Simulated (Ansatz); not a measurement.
Cell A: BeS (zinc blende, F-43m), 2 atoms in the cell, k-point mesh 12×12×12 on the run's own vectors.
BeS is taken in the cubic space group F-43m (No. 216), the zinc blende structure, Pearson symbol cF8. Lattice parameters: a = b = c = 4.876 Å, α = β = γ = 90.00°. Be on 4a sees 4 S at 2.111 Å (tetrahedral). S on 4d is surrounded by 4 Be at 2.111 Å (tetrahedral). (Neighbours: up to the widest gap in distance over summed covalent radii, below 1.35, at either atom; cation-cation and far metal-metal contacts left out.)
(The calculation used a cell of 2 atoms; values per cell refer to that cell.)

Cell B: BeSe (zinc blende, F-43m), 2 atoms in the cell, k-point mesh 12×12×12 on the run's own vectors.
```cif
data_Be4Se4
_chemical_formula_sum 'Be4 Se4'
_space_group_name_H-M_alt 'F-43m'
_space_group_IT_number 216
_space_group_name_Hall 'F -4 2 3'
_cell_length_a 5.17760
_cell_length_b 5.17760
_cell_length_c 5.17760
_cell_angle_alpha 90.000
_cell_angle_beta 90.000
_cell_angle_gamma 90.000
loop_
_atom_site_label
_atom_site_type_symbol
_atom_site_symmetry_multiplicity
_atom_site_Wyckoff_symbol
_atom_site_fract_x
_atom_site_fract_y
_atom_site_fract_z
_atom_site_occupancy
Be1 Be 4 a 0.00000 0.00000 0.00000 1
Se1 Se 4 d 0.75000 0.75000 0.75000 1
```
(The calculation used a cell of 2 atoms; values per cell refer to that cell.)

Cell C: BeTe (zinc blende, F-43m), 2 atoms in the cell, k-point mesh 10×10×10 on the run's own vectors.
```cif
data_Be4Te4
_chemical_formula_sum 'Be4 Te4'
_space_group_name_H-M_alt 'F-43m'
_space_group_IT_number 216
_space_group_name_Hall 'F -4 2 3'
_cell_length_a 5.66292
_cell_length_b 5.66292
_cell_length_c 5.66292
_cell_angle_alpha 90.000
_cell_angle_beta 90.000
_cell_angle_gamma 90.000
loop_
_atom_site_label
_atom_site_type_symbol
_atom_site_symmetry_multiplicity
_atom_site_Wyckoff_symbol
_atom_site_fract_x
_atom_site_fract_y
_atom_site_fract_z
_atom_site_occupancy
Be1 Be 4 a 0.00000 0.00000 0.00000 1
Te1 Te 4 d 0.75000 0.75000 0.75000 1
```
(The calculation used a cell of 2 atoms; values per cell refer to that cell.)

Plane-wave PAW calculations with Ansatz (an electronic-structure program), its PAW set soft_1, cutoff 420 eV. The structures are at rest with PBE. Neutral cells; Fermi-Dirac smearing of at most 0.05 eV in the solids, energies taken to zero width. Spin-orbit coupling is left out. A dispersion term ran beside these levels; it doesn't touch the electrons. Gaps are highest filled to lowest empty Kohn-Sham level on the run's k-point mesh, states of defects and surfaces included; edges off the mesh make the true gap smaller, and under 0.08 eV counts as none; a gap is called direct where the least direct separation is within 0.02 eV of it.

Question: Rank these by band gap (eV) (highest first), as PBE gives it.

Answer: A (3.15 (indirect)), B (2.67 (indirect)), C (2.03 (indirect))
